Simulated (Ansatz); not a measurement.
An Ansatz (a first-principles code) run: hypothetical cubic perovskite CaHfSe3 with a change (pressure 3 GPa); plane-wave PAW DFT at the PBEsol level (Ansatz, 420 eV), no spin-orbit coupling.

Input:

Ansatz 0.2 input:
```yaml
crystal:
  lattice:
    - [5.0876285655, 0, 0]
    - [0, 5.0876285655, 0]
    - [0, 0, 5.0876285655]
  atoms:
    - { symbol: Ca, position: [0, 0, 0] }
    - { symbol: Hf, position: [0.5, 0.5, 0.5] }
    - { symbol: Se, position: [0, 0.5, 0.5] }
    - { symbol: Se, position: [0.5, 0.5, 0] }
    - { symbol: Se, position: [0.5, 0, 0.5] }
basis: { ecutwfc: 420, ecutrho_ratio: 4, xc_grid: 2, fft_grid_basis: typed }
kpoints: { mp_grid: { grid: [9, 9, 9] } }
hamiltonian:
  xc: pbesol
  dispersion: none
  pseudopotentials: { kind: paw }
scf: { occupations: { method: fermi_dirac, width: 0.05 } }
relax: { f_tol: 0.01, max_steps: 60, cell: { stress_tol: 0.02, p_target: 3.0 } }
output: { forces: true, stress: true }
checkpoint: { write: state.ck, write_every: 1000 }
```

Output (explanatory and most iteration lines left out):

```
Relaxation: its limit of steps is 60 (relax.max_steps)
Pseudopotential: Ca, paw, valence charge 10
Pseudopotential: Hf, paw, valence charge 26
Pseudopotential: Se, paw, valence charge 16
Crystal: 5 atoms, lattice volume = 131.688 Å³
Basis set: ecut = 420 eV, 2553 PW (Γ), exchange–correlation on 72×72×72 points (8 copies of the dense FFT grid, shifted against one another)
Bands: 51, of which v1, the nominal top of the filled ones, is band 42 counted from 1 (41 counted from 0)
Symmetry: 48 space group operations
Space group: Pm-3m (ITA 221), of the structure as read, at distance tolerance 5.1e-5 Å
k-points: 35 of 729
Functional: x = pbesol(κ = 0.804, μ = 0.12345679012345678), c = pbesol(β = 0.046)
SCF iter   1: F=—  HF=-33670.498023 eV  |F-HF|=—  |Δ(HF+E_count)|=         —  Δρ=3.26e-3  dr2=1.54e-2  ethr=1.77e-3  ⟨swp⟩=7.7  Hψ=6937  notcnv=0  defer=1
SCF iter   2: F=—  HF=-33670.496226 eV  |F-HF|=—  |Δ(HF+E_count)|=   1.80e-3  Δρ=1.76e-3  dr2=4.43e-3  ethr=1.83e-5  ⟨swp⟩=2.5  Hψ=3475  notcnv=0  defer=36
SCF 1 converged in 9 iterations: F = -33670.495578 eV  dr2 = 2.03e-8
relax step   1: F+E_penalty+E_count = -33670.49557850 eV  Δ(F+E_penalty+E_count) = +0.000e0 eV  max|allowed force component| = 2.966e-29 eV/Å  Δτ_max = 0.0000 Å  P = +1.493 GPa  Ω = 131.688 Å³  (9 SCF iters, dr2 threshold 1.00e-7 eV, accepted)
[... steps on the carried basis left out ...]
relax step   5: F+E_penalty+E_count = -33670.46011162 eV  Δ(F+E_penalty+E_count) = +3.402e-4 eV  max|allowed force component| = 1.913e-28 eV/Å  Δτ_max = 0.0000 Å  P = +3.000 GPa  Ω = 129.146 Å³  stress off target by 2.11e-4 GPa  SCF on the basis re-selected at this cell (its energy is not comparable with the rows above)  (7 SCF iters)
SCF converged after 7 iterations
Free energy (F): -33670.460112 eV
Internal energy: -33670.455726 eV  (E = F + TS)
E sigma→0 (E₀):  -33670.457919 eV
Entropy (-TS):   -0.004385 eV (-0.877 meV/atom)
Fermi energy:    9.913532 eV
--- Forces (eV/Å), atoms counted from 1 ---
  atom   1  Ca    -0.00000000    -0.00000000     0.00000000
  atom   2  Hf     0.00000000     0.00000000     0.00000000
  atom   3  Se     0.00000000    -0.00000000    -0.00000000
  atom   4  Se    -0.00000000    -0.00000000     0.00000000
  atom   5  Se    -0.00000000    -0.00000000    -0.00000000
--- Stress (GPa, compression-positive) ---
        2.999789      -0.000000       0.000000
       -0.000000       2.999789       0.000000
        0.000000       0.000000       2.999789
  P = ⅓ Tr σ = 2.9998 GPa (29.998 kbar)
--- Relaxed structure (4 steps of the walk, 4 accepted, 1 SCFs on fresh bases) ---
  cell:  # Å, volume = 129.1461 Å³
    - [5.054680688688389, 8.02470810161348e-35, -5.777789833161707e-34]
    - [-4.81482486096809e-35, 5.054680688688389, -3.2098832406453924e-34]
    - [-4.49383653690355e-34, -3.2098832406453924e-34, 5.054680688688389]
  atoms:
    - { symbol: Ca, position: [-4.337570440859641e-36, 2.6616909501231034e-37, -1.8237512080139763e-37] }
    - { symbol: Hf, position: [0.49999999999999994, 0.49999999999999994, 0.49999999999999994] }
    - { symbol: Se, position: [-3.5489212697235195e-36, 0.49999999999999994, 0.49999999999999994] }
    - { symbol: Se, position: [0.49999999999999994, 0.49999999999999994, 2.1194946471931513e-37] }
    - { symbol: Se, position: [0.49999999999999994, 2.661690950926421e-37, 0.49999999999999994] }
```

With Hf present, leaving out spin-orbit coupling can change the band edges. Load acts through the strain it causes; cell and atoms are relaxed under it. Whether these cells are dynamically stable was not tested. All final runs are without spin polarisation. The cell was made from CaHfSe$_{3}$ in the cubic perovskite structure (space group Pm-3m, No. 221; a hypothetical phase, not in the database extracts checked) by this change: pressure 3 GPa. Many cubic perovskites are stable only at high temperature; tilts and polar distortions were not tested.
